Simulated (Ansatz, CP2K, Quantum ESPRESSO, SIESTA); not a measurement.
**Code comparison for MgNiF6 (P1, 8 atoms in the cell)**

Self-consistent single point, at a second geometry (atoms moved at random). First geometry:

```yaml
crystal:
  lattice:
    - [2.40148, 1.38649, 4.35708]
    - [-2.40148, 1.38649, 4.35708]
    - [0.00000, -2.77298, 4.35708]
  atoms:
    - { symbol: Mg, position: [0.50000, 0.50000, 0.50000] }
    - { symbol: Ni, position: [0.00000, 0.00000, 0.00000] }
    - { symbol: F, position: [0.37297, 0.76937, 0.09415] }
    - { symbol: F, position: [0.62703, 0.23063, 0.90585] }
    - { symbol: F, position: [0.09415, 0.37297, 0.76937] }
    - { symbol: F, position: [0.90585, 0.62703, 0.23063] }
    - { symbol: F, position: [0.76937, 0.09415, 0.37297] }
    - { symbol: F, position: [0.23063, 0.90585, 0.62703] }
```

Second geometry:
```
MgNiF6
1.0
    2.40148     1.38649     4.35708
   -2.40148     1.38649     4.35708
    0.00000    -2.77298     4.35708
Mg Ni F
1 1 6
Direct
  0.50299   0.50042   0.49253
  0.99893   0.00409   0.00439
  0.37491   0.76597   0.09781
  0.63015   0.22577   0.91733
  0.10183   0.37548   0.75983
  0.91231   0.62967   0.21340
  0.75827   0.08269   0.38498
  0.22059   0.91592   0.62974
```

Shared settings, as Ansatz (an electronic-structure program) writes them: kpoints.mp_grid.grid = 6 6 6; scf.occupations.method = fermi_dirac; scf.occupations.width = 0.136 eV. Potentials and cutoffs stand in the table.

```json
[
 {"code": "CP2K", "model": "LDA (Pade form), GPW, DZVP-MOLOPT-SR-GTH basis, GTH-PADE potentials (GTH_POTENTIALS)", "ΔF from the first geometry (meV/atom)": "8.7", "pressure (GPa)": "-3.29", "largest force (eV/Å)": "0.869", "gap on the mesh (eV)": "1.231", "cutoff": "grid 1000 Ry"},
 {"code": "SIESTA", "model": "LDA PW92, numerical atomic orbitals TZP, PseudoDojo LDA standard norm-conserving potentials (rewritten from UPF to PSML)", "ΔF from the first geometry (meV/atom)": "9.8", "pressure (GPa)": "-9.29", "largest force (eV/Å)": "0.845", "gap on the mesh (eV)": "1.121", "cutoff": "grid 300 Ry"},
 {"code": "Ansatz", "model": "LDA (PW92), PAW files made with PBE", "ΔF from the first geometry (meV/atom)": "10.3", "pressure (GPa)": "-5.38", "largest force (eV/Å)": "0.871", "gap on the mesh (eV)": "1.272", "cutoff": "default"},
 {"code": "Quantum ESPRESSO", "model": "LDA (PZ), GBRV 1.5 ultrasoft (LDA) pseudopotentials", "ΔF from the first geometry (meV/atom)": "10.9", "pressure (GPa)": "-4.03", "largest force (eV/Å)": "0.872", "gap on the mesh (eV)": "1.338", "cutoff": "50 Ry"}
]
```

Size of the force on each atom (eV/Å): Sizes of forces hide their directions.

```
code                Mg1    Ni2     F3     F4     F5     F6     F7     F8
----------------  -----  -----  -----  -----  -----  -----  -----  -----
CP2K              0.566  0.869  0.567  0.560  0.724  0.277  0.362  0.146
SIESTA            0.502  0.845  0.289  0.801  0.471  0.314  0.408  0.323
Ansatz            0.455  0.871  0.452  0.575  0.597  0.330  0.444  0.225
Quantum ESPRESSO  0.464  0.872  0.363  0.699  0.524  0.328  0.439  0.271
```

Gaps are read on the mesh.

The spread over the programs that give each value: ΔF from the first geometry within 2.2 meV/atom; pressure within 6.00 GPa; largest force within 0.027 eV/Å; gap on the mesh within 0.217 eV.

CP2K and SIESTA use small atom-centred bases, whose incompleteness enters pressures, forces and empty levels differently from a plane-wave cutoff. Ansatz's pressure is given at a fixed set of plane waves, as the other plane-wave codes print theirs; with its correction for the finite basis it is -4.63 GPa (the shift of 0.75 GPa shows how far the cutoff is from converged). The same LDA comes in different parametrisations, which differ slightly. In the pressure, CP2K (by 1.41) and SIESTA (by 4.59) lie more than 1 GPa from the median of the plane-wave programs. In the gap, SIESTA (by 0.184) lies more than 0.12 eV from the median of the plane-wave programs. In the force vectors, CP2K (by 0.243) and SIESTA (by 0.262) lie more than 0.08 eV/Å from the median of the plane-wave programs.

The starting cell comes from a database of computed structures (which also holds hypothetical and non-ambient phases and stackings), without a prior relaxation at this level. For this run, on top of that: atoms moved at random.

Keys are those of Ansatz 0.2.
